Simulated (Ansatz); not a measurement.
Base system: HgS in the zinc blende structure (space group F-43m, No. 216; a = 5.876 Å). Axes: x, y, z lie along the cube axes.

Method: PBEsol, PAW, 420 eV (Ansatz, a quantum-chemistry and plane-wave program; scalar-relativistic without spin-orbit coupling).

Strains are applied to the cell and any free atomic positions relax.

One change was made to it. Results:

The energy rises by 3.6 meV/atom; the pressure (mean of the normal stresses, compression positive) goes from zero to 1.6 GPa; the shortest interatomic distance shrinks by 0.021 Å to 2.523 Å.

Question: Which of these changes matches the shifts?
A. uniaxial strain ε_zz = −1.00 %
B. uniaxial strain ε_zz = +2.00 %
C. uniaxial strain ε_zz = −0.50 %
D. uniaxial strain ε_zz = −2.50 %

Answer: D, uniaxial strain ε_zz = −2.50 %. For comparison, the energy relative to the base in the other runs: uniaxial strain ε_zz = −0.50 % gives +0.1 meV/atom; uniaxial strain ε_zz = −1.00 % gives +0.6 meV/atom; uniaxial strain ε_zz = +2.00 % gives +2.2 meV/atom.

The mesh was chosen for an insulator and is coarse for the gapless case. Whether these cells are dynamically stable was not tested. The final runs are not spin-polarised. Gaps under 0.05 eV, about the width of the smearing, are given as zero.
